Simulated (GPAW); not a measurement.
A self-consistent single point of Si (Fd-3m, 2 atoms in the cell) with GPAW

Level of theory: PBE, GPAW PAW datasets PBE (gpaw-data 1.0.1) (plane waves; GPAW).

The input file:

```python
from ase import Atoms
from ase.units import GPa
from gpaw import GPAW

atoms = Atoms(['Si', 'Si'],
              cell=[[0.000000, 2.721850, 2.721850],
                    [2.721850, 0.000000, 2.721850],
                    [2.721850, 2.721850, 0.000000]],
              scaled_positions=[[0.250000, 0.250000, 0.250000],
                                [0.000000, 0.000000, 0.000000]],
              pbc=True)

calc = GPAW(mode={'name': 'pw', 'ecut': 600},
            xc='PBE',
            kpts={'size': (8, 8, 8), 'gamma': True},
            occupations={'name': 'fermi-dirac', 'width': 0.05},
            nbands=-8,
            convergence={'density': 1e-05, 'energy': 1e-05, 'bands': -6},
            symmetry={'symmorphic': False, 'tolerance': 0.0005},
            maxiter=100,
            txt='-')

atoms.calc = calc

energy = atoms.get_potential_energy()
print('Energy (eV):', round(energy, 6))
forces = atoms.get_forces()
print('Forces (eV/Ang):')
print(forces.round(5))
stress = atoms.get_stress()
print('Stress (GPa, Voigt):', (stress / GPa).round(4))
```

Output, abridged:

```
Input parameters:
  convergence: {bands: -6,
                density: 1e-05,
                energy: 1e-05}
  kpts: {gamma: True,
         size: (8, 8, 8)}
  maxiter: 100
  mode: {ecut: 600,
         name: pw}
  nbands: -8
  occupations: {name: fermi-dirac,
                width: 0.05}
  symmetry: {symmorphic: False,
             tolerance: 0.0005}
  xc: PBE

species:
  Si:
    name: Silicon
    Z: 14.0
    valence: 4
    core: 10
    charge: 0.0
    file: Si.PBE.gz

    # Using partial waves for Si as LCAO basis

Reference energy: -15772.688500  # eV

Spin-paired calculation

Convergence criteria:
 Maximum [total energy] change in last 3 cyles: 1e-05 eV / valence electron
 Maximum integral of absolute [dens]ity change: 1e-05 electrons / valence electron
 Maximum integral of absolute [eigenst]ate change: 4e-08 eV^2 / valence electron
 Maximum number of scf [iter]ations: 100

Symmetries present (total): 48
Symmetries with fractional translations: 24
512 k-points: 8 x 8 x 8 Monkhorst-Pack grid + [1/16,1/16,1/16]
29 k-points in the irreducible part of the Brillouin zone
       k-points in crystal coordinates                weights
   0:     0.00000000    0.00000000    0.00000000          1/512
   1:     0.12500000    0.12500000    0.00000000          6/512
   2:     0.12500000    0.12500000    0.12500000          8/512
   [... 7 lines left out ...]
          ...
  28:     0.50000000    0.50000000    0.50000000          4/512

Wave functions: Plane wave expansion
  Cutoff energy: 600.000 eV
  Number of coefficients (min, max): 1331, 1365
  Pulay-stress correction: 0.000000 eV/Ang^3 (de/decut=0.000000)

Occupation numbers: Fermi-Dirac:
  width: 0.0500  # eV

Eigensolver

Densities:
  Coarse grid: 24*24*24 grid
  Fine grid: 48*48*48 grid
  Total Charge: 0.000000

Density mixing:
  Method: separate
  Backend: pulay
  Linear mixing parameter: 0.05
  old densities: 5
  Damping of long wavelength oscillations: 50

Hamiltonian:
  XC and Coulomb potentials evaluated on a 48*48*48 grid
  External potential:
    NoExternalPotential

XC parameters: PBE with 2 nearest neighbor stencil

Number of atoms: 2
Number of atomic orbitals: 8
Number of bands in calculation: 12
Number of valence electrons: 8
Bands to converge: 6

Density initialized from atomic densities
  8 bands from LCAO basis set
  4 bands from random numbers

Atomic positions and initial magnetic moments

Positions:
   0 Si     1.360925    1.360925    1.360925    ( 0.0000,  0.0000,  0.0000)
   1 Si     0.000000    0.000000    0.000000    ( 0.0000,  0.0000,  0.0000)

Unit cell:
           periodic     x           y           z      points  spacing
  1. axis:    yes    0.000000    2.721850    2.721850    24     0.1310
  2. axis:    yes    2.721850    0.000000    2.721850    24     0.1310
  3. axis:    yes    2.721850    2.721850    0.000000    24     0.1310

  Lengths:   3.849277   3.849277   3.849277
  Angles:   60.000000  60.000000  60.000000

Effective grid spacing dv^(1/3) = 0.1429

     iter     time        total  log10-change:
                         energy   eigst   dens
iter:   1 --:--:--   -10.882402   +0.64
iter:   2 --:--:--   -10.876363   -0.99  -0.79
iter:   3 --:--:--   -10.822877   -1.57  -0.81
iter:   4 --:--:--   -10.791630   -3.08  -1.33
iter:   5 --:--:--   -10.793030   -3.44  -1.61
iter:   6 --:--:--   -10.792496   -4.33  -1.95
iter:   7 --:--:--   -10.792456   -5.40  -3.12
iter:   8 --:--:--   -10.792512c  -5.32  -2.66
iter:   9 --:--:--   -10.792512c  -7.27  -4.53
iter:  10 --:--:--   -10.792512c  -8.58c -4.59
iter:  11 --:--:--   -10.792512c  -9.36c -4.67
iter:  12 --:--:--   -10.792512c  -9.48c -4.78
iter:  13 --:--:--   -10.792512c -10.18c -5.42c

Converged after 13 iterations.

Dipole moment: (-2.918244, -2.918244, -2.918244) |e|*Ang

Energy contributions relative to reference atoms: (reference = -15772.688500)

Kinetic:        +14.852575
Potential:      -13.098110
External:        +0.000000
XC:             -12.522441
Entropy (-ST):   -0.000026
Local:           -0.024524
SIC:             +0.000000
--------------------------
Free energy:    -10.792525
Extrapolated:   -10.792512

Showing only first 2 kpts
 Kpt  Band  Eigenvalues  Occupancy
  0     2      5.24514    1.99418
  0     3      5.24514    1.99418
  0     4      7.80040    0.00000
  0     5      7.80040    0.00000

  1     2      4.44322    2.00000
  1     3      4.44322    2.00000
  1     4      7.25422    0.00000
  1     5      8.93501    0.00000

Fermi level: 5.53696

Gap: 0.624 eV
Transition (v -> c):
  (s=0, k=0, n=3, [0.00, 0.00, 0.00]) -> (s=0, k=12, n=4, [0.38, 0.38, 0.00])
Direct/indirect transitions are different
Direct gap: 2.555 eV
Transition at: (s=0, k=0, n=3, [0.00, 0.00, 0.00])
Energy (eV): -10.792512

Forces in eV/Ang:
  0 Si   -0.00000   -0.00000   -0.00000
  1 Si    0.00000    0.00000    0.00000

Stress tensor:
    -0.010048     0.000000     0.000000
     0.000000    -0.010048    -0.000000
     0.000000    -0.000000    -0.010048
Stress (GPa, Voigt): [-1.6098 -1.6098 -1.6098 -0.      0.      0.    ]
```

The run converged in 13 iterations. GPAW prints stress with tension positive.

The starting cell comes from a database of computed structures (which also holds hypothetical and non-ambient phases and stackings), without a prior relaxation at this level.
